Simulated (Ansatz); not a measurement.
The reference is BAs in the zinc blende structure (space group F-43m, No. 216).

```
CELL_PARAMETERS angstrom
      0.00000     2.39193     2.39193
      2.39193     0.00000     2.39193
      2.39193     2.39193     0.00000
ATOMIC_POSITIONS crystal
  B  0.00000 0.00000 0.00000
  As 0.25000 0.25000 0.25000
```

Cartesian axes are those of the cell as printed.

All numbers come from r2SCAN in Ansatz (plane waves to 500 eV, PAW, no spin-orbit coupling).

Base values:

Volume per atom: 13.69 Å³
Valence-band top at Γ: 0.00, 0.00, 0.00 eV
Smallest direct gap: 3.44 eV

It is then changed as follows: biaxial strain +0.42 %, plane normal [111], relaxed out of plane (Cartesian); in-plane vectors clamped, the third vector and the atoms free.

Task: Estimate the effect on the volume per atom, valence-band top at Γ, smallest direct gap and hole mass.

Result: The volume per atom grows by 0.10 Å³ (13.69 Å³ → 13.79 Å³); the valence-band top at Γ (three highest levels, from the VBM) becomes 0.00, -0.04, -0.04 eV (base: 0.00, 0.00, 0.00 eV); the smallest direct gap drops by 0.06 eV to 3.38 eV; the hole mass comes out as 0.10 mₑ out of plane, 0.52 mₑ in plane (at Γ).

Masses are band curvatures over ±0.01 Å⁻¹ around the edge. No phonon test of stability was made.

Ansatz is a program for electronic structure.
